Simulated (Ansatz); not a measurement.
The reference is Ge in the diamond structure (space group Fd-3m, No. 227; a = 5.674 Å).

Structures relaxed with r2SCAN in Ansatz (plane waves to 500 eV, PAW, no spin-orbit coupling).

Base:

Simulated powder pattern, Mo Kα, λ = 0.71073 Å (kinematic, ideal powder, no thermal factors, no anomalous dispersion; the 8 strongest lines at most, above 2 %, up to 2θ = 40°):

```json
[
 {"2θ (°)": "12.45", "I/Imax (%)": "100", "hkl": "(111)"},
 {"2θ (°)": "20.41", "I/Imax (%)": "83", "hkl": "(220)"},
 {"2θ (°)": "23.98", "I/Imax (%)": "52", "hkl": "(311)"},
 {"2θ (°)": "29.01", "I/Imax (%)": "15", "hkl": "(400)"},
 {"2θ (°)": "31.68", "I/Imax (%)": "22", "hkl": "(331)"},
 {"2θ (°)": "35.73", "I/Imax (%)": "29", "hkl": "(422)"},
 {"2θ (°)": "37.98", "I/Imax (%)": "16", "hkl": "(333)"}
]
```

After one change:

Simulated powder pattern, Mo Kα, λ = 0.71073 Å (kinematic, ideal powder, no thermal factors, no anomalous dispersion; the 8 strongest lines at most, above 2 %, up to 2θ = 40°):

| 2θ (°) | I/Imax (%) |
|---|---|
| 12.09 | 100 |
| 19.81 | 83 |
| 23.27 | 53 |
| 28.15 | 15 |
| 30.74 | 23 |
| 34.66 | 30 |
| 36.83 | 16 |

Problem. Name the change that was made.
(A) isotropic strain +3.00 %
(B) isotropic strain +2.50 %
(C) isotropic strain +0.50 %
(D) isotropic strain +2.00 %

Solution. A, isotropic strain +3.00 %. Its volume per atom is 24.96 Å³ against 22.84 Å³, and its space group is Fd-3m (No. 227).

No phonon test of stability was made.

Ansatz is a quantum-chemistry and plane-wave program.
